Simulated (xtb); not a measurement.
xtb 6.7.1, GFN2-xTB: Si(Br)2(OH)(OEt) (CCO[Si](O)(Br)Br), 13 atoms. The geometry is a generated start, not checked to be a minimum at this level.

```
Item                                                                                                           Result
------------------------  -------------------------------------------------------------------------------------------
method                                                                                                       GFN2-xTB
--acc                                                                                                     1 (default)
--etemp (K)                                                                                             300 (default)
detailed input (--input)  none: ANC optimiser, Lindh (1995) Hessian, microcycle=20, maxdispl=1.0, hlow=0.01 (default)
basis functions                                                                                                    52
valence electrons                                                                                                  44
```

```xyz
13

C     -2.1061     0.3681     0.0613
C     -0.8747    -0.5181     0.0327
O      0.2737     0.2807    -0.1415
Si     1.8181    -0.1370    -0.0817
O      2.7226     1.1431    -0.4192
Br     2.2879    -0.9448     1.9149
Br     2.3304    -1.6549    -1.5757
H     -2.9882    -0.2559     0.1536
H     -2.1703     0.9477    -0.8563
H     -2.0619     1.0519     0.9057
H     -0.7837    -1.0799     0.9696
H     -0.9305    -1.2297    -0.7975
H      2.4829     2.0287    -0.1660
```

The structure is relaxed from this start with --opt LEVEL for the levels crude, sloppy, loose, lax, normal, tight, vtight, extreme, once each. Up to the end of the extreme run atoms move by at most 0.11 Å along an axis.

Task: Choose the cheapest level whose final energy lies within 1 meV of that of extreme.

Result: normal: 8 cycles against 31, ending 0.19 meV above.

```json
[
 {"level": "crude", "cycles": "1", "energy above the extreme run (meV)": "1.9", "gradient norm (eV/Å)": "0.14"},
 {"level": "sloppy", "cycles": "1", "energy above the extreme run (meV)": "1.9", "gradient norm (eV/Å)": "0.14"},
 {"level": "loose", "cycles": "1", "energy above the extreme run (meV)": "1.9", "gradient norm (eV/Å)": "0.14"},
 {"level": "lax", "cycles": "2", "energy above the extreme run (meV)": "1.5", "gradient norm (eV/Å)": "0.063"},
 {"level": "normal", "cycles": "8", "energy above the extreme run (meV)": "0.19", "gradient norm (eV/Å)": "0.021"},
 {"level": "tight", "cycles": "9", "energy above the extreme run (meV)": "0.18", "gradient norm (eV/Å)": "0.017"},
 {"level": "vtight", "cycles": "22", "energy above the extreme run (meV)": "0.015", "gradient norm (eV/Å)": "0.0027"},
 {"level": "extreme", "cycles": "31", "energy above the extreme run (meV)": "—", "gradient norm (eV/Å)": "0.0019"}
]
```
